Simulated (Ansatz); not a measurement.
## SiGe (P6₃mc, No. 186, 4 atoms in the cell; start mp-978534)

These are PBE0 in Ansatz (plane waves, PAW) values and carry that method's errors.

Run with plane-wave cutoff 460 eV, 9×9×4 k mesh (along the axes of the cell as run), Fermi–Dirac smearing 0.01 eV, scalar-relativistic PAW data made under PBE.

Cell (relaxed with PBEsol):

```xyz
4
Lattice="3.9006 0.0000 0.0000 -1.9503 3.3780 0.0000 0.0000 0.0000 6.4433" Properties=species:S:1:pos:R:3 pbc="T T T"
Si     1.9503     1.1260     5.6350
Si     0.0000     2.2520     2.4133
Ge     1.9503     1.1260     3.2246
Ge     0.0000     2.2520     0.0029
```

band gap: 1.59 eV (indirect)
smallest direct gap on the k points sampled: 1.71 eV

Note: cell and atoms aren't relaxed at this level (pressure 0.4 GPa).

Spin–orbit coupling is not included.

The computed numbers hold no vibrational or temperature effects.

A start named mp-… is a Materials Project structure, which need not be a measured phase.

Ansatz is a first-principles code.
